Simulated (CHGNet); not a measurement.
# Cubic perovskite SrVO3

All values below come from the machine-learned potential CHGNet-r²SCAN (trained on r²SCAN data).

Cell: relaxed at this level.

```json
{
 "lattice_constant_a": "3.854 Å",
 "volume_per_atom": "11.45 Å³/atom"
}
```

Measured, for comparison: lattice constant a 3.842 Å, equilibrium volume per atom 11.34 Å³/atom (temperature not stated, no zero-point or thermal correction; as tabulated in Marks et al. (2021), arXiv:2103.05797). Computed (rounded) less measured: lattice constant a +0.3 %, equilibrium volume per atom +1.0 %.

A machine-learned potential is trained on density-functional data: it inherits that level's misses and adds fitting errors of its own.

Note: the model gives imaginary modes for this phase (in the spectrum interpolated from a supercell).
